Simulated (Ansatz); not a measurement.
Partial pair distribution functions of a relaxed model of amorphous Cu22Sn3I28, broadened by 0.06 Å; density 5.71 g/cm³. Level of theory: PBE-D3(BJ), scalar-relativistic without spin-orbit coupling (plane waves to 420 eV, PAW; Ansatz, a program for electronic structure).

It comes from a melt-quench run on a machine-learned potential (CHGNet), relaxed afterwards by DFT. The hot cell started wider than the set density and was brought back towards it in steps. It is the lowest in DFT energy of 3 quenches. It is a model cell: composition and starting density were chosen by hand, and all elements were melted together. The geometry includes D3(BJ) dispersion. Its density started from a set value of 6.04 and ended at 5.71 g/cm³. The quench (nominally 76 K/ps over its main leg) was far faster than any real one, so the model tends to hold more defects than a real film. A cell of this size samples the disorder only roughly. Volume and shape were free in the relaxation.

| r (Å) | g Cu-I | g Cu-Cu | g I-I |
|---|---|---|---|
| 2.30 | 0.00 | 0.00 | 0.00 |
| 2.40 | 0.26 | 0.50 | 0.00 |
| 2.50 | 3.86 | 4.82 | 0.00 |
| 2.60 | 9.61 | 6.62 | 0.00 |
| 2.70 | 5.25 | 3.29 | 0.00 |
| 2.80 | 1.77 | 1.45 | 0.00 |
| 2.90 | 0.56 | 0.42 | 0.00 |
| 3.00 | 0.15 | 0.27 | 0.00 |
| 3.10 | 0.07 | 0.26 | 0.00 |
| 3.20 | 0.00 | 0.02 | 0.00 |
| 3.30 | 0.05 | 0.09 | 0.00 |
| 3.40 | 0.39 | 0.42 | 0.11 |
| 3.50 | 0.33 | 0.61 | 0.36 |
| 3.60 | 0.36 | 0.16 | 0.65 |
| 3.70 | 0.28 | 0.21 | 1.25 |
| 3.80 | 0.18 | 0.50 | 2.31 |
| 3.90 | 0.49 | 0.70 | 3.42 |
| 4.00 | 1.00 | 1.09 | 3.30 |
| 4.10 | 1.07 | 1.35 | 2.87 |
| 4.20 | 0.96 | 1.31 | 3.15 |
| 4.30 | 0.79 | 1.03 | 3.01 |
| 4.40 | 1.05 | 1.23 | 1.66 |
| 4.50 | 0.91 | 1.12 | 1.24 |
| 4.60 | 0.84 | 1.43 | 1.38 |
| 4.70 | 1.01 | 0.83 | 1.19 |
| 4.80 | 1.41 | 1.21 | 0.74 |
| 4.90 | 1.60 | 1.14 | 0.32 |
| 5.00 | 1.41 | 0.82 | 0.44 |
| 5.10 | 1.26 | 0.85 | 0.49 |
| 5.20 | 1.00 | 0.85 | 0.40 |
| 5.30 | 0.62 | 0.82 | 0.41 |
| 5.40 | 0.83 | 0.60 | 0.50 |
| 5.50 | 0.88 | 0.63 | 0.50 |
| 5.60 | 0.91 | 0.70 | 0.39 |
| 5.70 | 1.09 | 0.54 | 0.40 |

Within 3.14 Å each Cu has 3.41 I neighbours on average.
